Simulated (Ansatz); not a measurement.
System: white tin (β-Sn). Method: PBEsol-D3(BJ) (Ansatz, an electronic-structure program, PAW).

Numerical settings: plane-wave cutoff 520 eV, 20×20×20 k mesh, Fermi–Dirac smearing 0.05 eV, scalar-relativistic PAW data made under PBE.

Energies at three volumes about the minimum:

```
V (Å³/atom)  E − E_lowest (meV/atom)
-----------  -----------------------
25.246                          2.11
25.762                          0.00
26.277                          1.95
```

Problem. Fit a parabola by hand: where is the minimum, and what is the bulk modulus?

Solution. Slopes: (0.00 − 2.11)/(25.762 − 25.246) = -4.089 and (1.95 − 0.00)/(26.277 − 25.762) = 3.786 meV/Å³. Curvature E″ = 2 × (3.786 − (-4.089))/(26.277 − 25.246) = 15.276 meV/Å⁶. From the middle of the first interval, the slope vanishes at V0 = 25.5040 − (-4.089)/15.276 = 25.772 Å³/atom. B = V0 E″ = 25.772 × 15.276 meV/Å³ × 0.1602 GPa per meV/Å³ = 63.1 GPa. The full Birch–Murnaghan fit to all volumes gives V0 = 25.762 Å³/atom and B0 = 63.0 GPa.

Shape and atoms are relaxed at each volume.

Measured, for comparison: bulk modulus 57.0 GPa (temperature not stated, no zero-point or thermal correction; as tabulated in Chen et al. (2023), arXiv:2209.05059). Computed (rounded) less measured: bulk modulus +11 %.

Note: the bulk modulus comes from volumes at which shape and atoms were relaxed.
